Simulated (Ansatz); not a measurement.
For rock-salt ZrN, PBEsol (Ansatz, a first-principles code, PAW) gives:

| Property | Value |
|---|---|
| equilibrium lattice constant a | 4.552 Å |
| bulk modulus | 269 GPa |

**Question.** What does PBE0 (PAW; Ansatz) give for the same quantities?

**Answer.** 
- lattice constant a: 4.562 Å (increases by 0.2 %)
- bulk modulus: 274 GPa (goes up by 1.9 %)

For comparison: lattice constant a 4.575 Å (measured, temperature not stated, no zero-point or thermal correction, relaxed epitaxial film; as tabulated in Mei et al., J. Vac. Sci. Technol. A 31, 061516 (2013)); bulk modulus 248 GPa (measured, room temperature, not corrected to a static lattice, our sources range from 215 to 248; as tabulated in Synthesis of Binary Transition Metal Nitrides, Carbides and Borides from the …).

Changes are worked out from the printed values.

Unless a cell is named, each level is at its own relaxed cell (PBEsol 11.79, PBE0 11.87 Å³/atom).

Ansatz's density-functional and Hartree–Fock values are scalar-relativistic unless marked +SOC, with PAW data made under PBE.
